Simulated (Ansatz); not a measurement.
The reference is NiGe (space group Pnma, No. 62; a = 5.325 Å, b = 3.441 Å, c = 5.800 Å; non-magnetic).

Computed with r2SCAN/PAW in Ansatz (a quantum-chemistry and plane-wave program), scalar-relativistic without spin-orbit coupling.

Base values:

Volume per atom: 13.29 Å³
Band gap: zero

One thing is altered: every Ni is replaced by Pt; the structure is relaxed again.

Tabulated Pauling electronegativity and covalent radius: Ni 1.91, 1.24 Å; Pt 2.28, 1.36 Å.

Problem. How does this affect the volume per atom?

Solution. The volume per atom goes up by 3.13 Å³ to 16.42 Å³.

Problem. How does this affect the band gap?

Solution. The band gap remains zero.

Stability against distortions was not tested. Seeded moments were not kept for the base. The final runs are not spin-polarised.
